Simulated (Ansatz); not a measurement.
# A computed series for GaN: pressure series

Base system: GaN in the wurtzite structure (space group P6_3mc, No. 186; a = 3.152 Å, c = 5.138 Å).

Cell and atoms are relaxed at each pressure.

Computed with LDA in Ansatz (plane waves to 420 eV, PAW, no spin-orbit coupling).

| pressure (GPa) | volume per atom (Å³/atom) |
|---|---|
| -2 | 11.163 |
| 0 | 11.051 |
| 0.9 | 11.003 |
| 2.1 | ? |
| 4.5 | 10.819 |
| 9 | 10.611 |
| 15 | 10.362 |
| 22.5 | 10.089 |
| 30 | 9.847 |

### Question
Fit the third-order Birch–Murnaghan form P(V) = (3B₀/2)[(V₀/V)^(7/3) − (V₀/V)^(5/3)]·[1 + (3/4)(B₀′ − 4)((V₀/V)^(2/3) − 1)] (squares taken in P) to the rows shown and predict the withheld row.

### Answer
Least squares on the printed values gives V₀ = 11.051 Å³/atom, B₀ = 203 GPa, B₀′ = 4.3; this predicts 10.940 Å³/atom, and the run gives 10.940 Å³/atom, in agreement.

Load acts through the strain it causes; cell and atoms are relaxed under it. Stability against distortions was not tested. Tetrahedral semiconductors of this kind turn to denser phases somewhere between about 1 and 50 GPa; those were not computed, so compressed cells here can lie past the real transition.

Ansatz is a program for electronic structure.
